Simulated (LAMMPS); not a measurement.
Molecular dynamics of a wire of CdTe (zinc blende), 30 Å across along [111] of the conventional cell, 2178 atoms, pulled at 1e+09 /s and 300 K to an engineering strain of 0.35.

Level of theory: classical MD, pair style sw, file CdTeZnSeHgS0.sw; code LAMMPS.

| Item | Result |
|---|---|
| Young's modulus (slope to 2 % strain) | 50 GPa |
| stress at the first drop | 6.6 GPa |
| strain at the first drop | 0.17 |
| largest stress | 6.6 GPa |
| mean stress over the last third | 0.11 GPa |
| cost | very roughly 7 core-minutes |

Potential: file CdTeZnSeHgS0.sw of the LAMMPS distribution; its header cites Zhou, Ward, Martin, van Swol, Cruz-Campa, and D. Zubia, Phys. Rev. B, 88, 085309 (2013).

| engineering strain | engineering stress (GPa) |
|---|---|
| 0.002200 | 0.095 |
| 0.005700 | 0.263 |
| 0.009200 | 0.446 |
| 0.01270 | 0.638 |
| 0.01620 | 0.788 |
| 0.01970 | 0.930 |
| 0.02320 | 1.12 |
| 0.02670 | 1.29 |
| 0.03020 | 1.45 |
| 0.03370 | 1.59 |
| 0.03720 | 1.76 |
| 0.04070 | 1.90 |
| 0.04420 | 2.11 |
| 0.04770 | 2.24 |
| 0.05120 | 2.41 |
| 0.05470 | 2.54 |
| 0.05830 | 2.73 |
| 0.06180 | 2.82 |
| 0.06530 | 3.02 |
| 0.06880 | 3.22 |
| 0.07230 | 3.32 |
| 0.07580 | 3.50 |
| 0.07930 | 3.65 |
| 0.08280 | 3.78 |
| 0.08630 | 3.90 |
| 0.08980 | 3.98 |
| 0.09330 | 4.16 |
| 0.09680 | 4.30 |
| 0.1003 | 4.42 |
| 0.1038 | 4.56 |
| 0.1073 | 4.71 |
| 0.1108 | 4.82 |
| 0.1143 | 4.92 |
| 0.1178 | 5.08 |
| 0.1213 | 5.17 |
| 0.1248 | 5.31 |
| 0.1283 | 5.41 |
| 0.1318 | 5.54 |
| 0.1353 | 5.60 |
| 0.1388 | 5.75 |
| 0.1423 | 5.82 |
| 0.1459 | 5.97 |
| 0.1494 | 6.05 |
| 0.1529 | 6.15 |
| 0.1564 | 6.22 |
| 0.1599 | 6.36 |
| 0.1634 | 6.38 |
| 0.1669 | 6.52 |
| 0.1704 | 6.53 |
| 0.1739 | 6.64 |
| 0.1774 | 6.60 |
| 0.1809 | 5.47 |
| 0.1844 | 0.896 |
| 0.1879 | -0.118 |
| 0.1914 | 0.189 |
| 0.1949 | -0.002 |
| 0.1984 | 0.142 |
| 0.2019 | -0.006 |
| 0.2054 | 0.110 |
| 0.2089 | 0.035 |
| 0.2124 | 0.166 |
| 0.2159 | -0.043 |
| 0.2194 | 0.180 |
| 0.2229 | 0.106 |
| 0.2264 | 0.135 |
| 0.2299 | 0.168 |
| 0.2335 | 0.206 |
| 0.2370 | 0.219 |
| 0.2405 | 0.169 |
| 0.2440 | 0.172 |
| 0.2475 | 0.216 |
| 0.2510 | 0.255 |
| 0.2545 | 0.260 |
| 0.2580 | 0.216 |
| 0.2615 | -0.055 |
| 0.2650 | 0.159 |
| 0.2685 | 0.005 |
| 0.2720 | 0.165 |
| 0.2755 | -0.020 |
| 0.2790 | 0.180 |
| 0.2825 | 0.056 |
| 0.2860 | 0.179 |
| 0.2895 | 0.097 |
| 0.2930 | 0.210 |
| 0.2965 | 0.094 |
| 0.3000 | 0.154 |
| 0.3035 | 0.048 |
| 0.3070 | 0.165 |
| 0.3105 | 0.044 |
| 0.3140 | 0.226 |
| 0.3175 | 0.111 |
| 0.3211 | 0.248 |
| 0.3246 | -0.032 |
| 0.3281 | 0.000 |
| 0.3316 | -0.005 |
| 0.3351 | -0.028 |
| 0.3386 | 0.028 |
| 0.3421 | -0.009 |
| 0.3456 | 0.041 |
| 0.3491 | -0.042 |
